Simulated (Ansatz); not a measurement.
The starting structures come from a database of crystals and need not be the phases stable at ambient conditions.

# Evanescent states of Ba3SrNb2O9 (P-3m1, 15 atoms a cell, 16.3 Å³ an atom, -6 GPa at this level) along the normal of (001)

Method: r2SCAN (plane waves, PAW; Ansatz, a first-principles code).

The gap is the functional's own, uncorrected, and κ follows it; spin-orbit coupling is left out. Mid-gap means the computed energy nearest the middle.

Energies count from the valence-band top; κ is the least over a 6×6 mesh across the current.

| E (eV) | κ (1/Å) | where |
|---|---|---|
| 0.08 | 0.230 | Γ |
| 0.24 | 0.259 | Γ |
| 0.40 | 0.283 | Γ |
| 0.56 | 0.301 | Γ |
| 0.72 | 0.316 | Γ |
| 0.88 | (withheld) | Γ |
| 1.04 | (withheld) | Γ |
| 1.20 | (withheld) | Γ |
| 1.36 | (withheld) | Γ |
| 1.52 | (withheld) | Γ |
| 1.68 | (withheld) | Γ |
| 1.84 | (withheld) | Γ |
| 2.00 | (withheld) | Γ |
| 2.16 | (withheld) | Γ |
| 2.32 | (withheld) | Γ |
| 2.48 | 0.320 | Γ |
| 2.64 | 0.300 | Γ |
| 2.80 | 0.275 | Γ |
| 2.96 | 0.241 | Γ |
| 3.12 | 0.192 | Γ |

Q: Complete the blanks.

A: 
- 0.88, κ (1/Å): 0.329
- 1.04, κ (1/Å): 0.339
- 1.20, κ (1/Å): 0.347
- 1.36, κ (1/Å): 0.353
- 1.52, κ (1/Å): 0.358
- 1.68, κ (1/Å): 0.361
- 1.84, κ (1/Å): 0.362
- 2.00, κ (1/Å): 0.360
- 2.16, κ (1/Å): 0.349
- 2.32, κ (1/Å): 0.336
